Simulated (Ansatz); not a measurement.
## Pressure series in HgS

The parent structure is HgS in the rock salt structure (space group Fm-3m, No. 225; a = 5.4515 Å; a model cell, its experimental status unchecked).

Cell and atoms are relaxed at each pressure.

Computed with PBEsol (Ansatz, an electronic-structure program), scalar-relativistic without spin-orbit coupling.

```
pressure (GPa)  volume per atom (Å³/atom)
--------------  -------------------------
-2                                 20.793
-1                                 20.513
0                                  20.252
0.9                                20.038
2.1                                19.767
4.5                                19.289
9                                  18.546
15                                      ?
22.5                               16.977
```

### Question
Fit the third-order Birch–Murnaghan form P(V) = (3B₀/2)[(V₀/V)^(7/3) − (V₀/V)^(5/3)]·[1 + (3/4)(B₀′ − 4)((V₀/V)^(2/3) − 1)] (squares taken in P) to the rows shown and predict the withheld row.

### Answer
Least squares on the printed values gives V₀ = 20.254 Å³/atom, B₀ = 81.7 GPa, B₀′ = 5.0; this predicts 17.754 Å³/atom, and the run gives 17.755 Å³/atom, in agreement.

Load acts through the strain it causes; cell and atoms are relaxed under it. Stability against distortions was not tested. Competing high-pressure phases were not computed. All final runs are without spin polarisation. This is not the structure that HgS has at room temperature and ambient pressure.
